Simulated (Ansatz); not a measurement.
The starting structures come from a database of crystals and need not be the phases stable at ambient conditions.

 Where the default PAW files enter, the runs use the earlier of Ansatz's two default sets.

## Evanescent states of ScAgSe2 (P-3m1, not sure to be the ambient phase, 4 atoms a cell, 21.8 Å³ an atom) along the normal of (100)

Method: r2SCAN (plane waves, PAW; Ansatz, a quantum-chemistry and plane-wave program).

The gap is the functional's own. No spin-orbit coupling. Mid-gap values are interpolated on the energy grid.

Energies count from the valence-band top; κ is the least over a 8×6 mesh across the current.

```json
[
 {"E (eV)": "0.04", "κ (1/Å)": "0.038", "where": "off Γ"},
 {"E (eV)": "0.10", "κ (1/Å)": "0.065", "where": "off Γ"},
 {"E (eV)": "0.17", "κ (1/Å)": "0.082", "where": "off Γ"},
 {"E (eV)": "0.24", "κ (1/Å)": "0.095", "where": "off Γ"},
 {"E (eV)": "0.32", "κ (1/Å)": "0.106", "where": "off Γ"},
 {"E (eV)": "0.39", "κ (1/Å)": "0.115", "where": "off Γ"},
 {"E (eV)": "0.46", "κ (1/Å)": "0.123", "where": "off Γ"},
 {"E (eV)": "0.53", "κ (1/Å)": "0.130", "where": "off Γ"},
 {"E (eV)": "0.59", "κ (1/Å)": "0.135", "where": "off Γ"},
 {"E (eV)": "0.67", "κ (1/Å)": "0.140", "where": "off Γ"},
 {"E (eV)": "0.73", "κ (1/Å)": "0.144", "where": "off Γ"},
 {"E (eV)": "0.81", "κ (1/Å)": "0.131", "where": "off Γ"},
 {"E (eV)": "0.88", "κ (1/Å)": "0.107", "where": "off Γ"},
 {"E (eV)": "0.94", "κ (1/Å)": "0.070", "where": "off Γ"}
]
```

**Question.** How thick must the barrier be to attenuate the transmission by 10^6 when the electrodes' Fermi level lies at 0.67 eV, and what attenuation does that film give at 0.04 eV?

**Answer.** d = 6 ln 10 / (2 × 0.140) = 49.3 Å. At 0.04 eV it gives 6 × 0.038/0.140 = 1.6 decades.
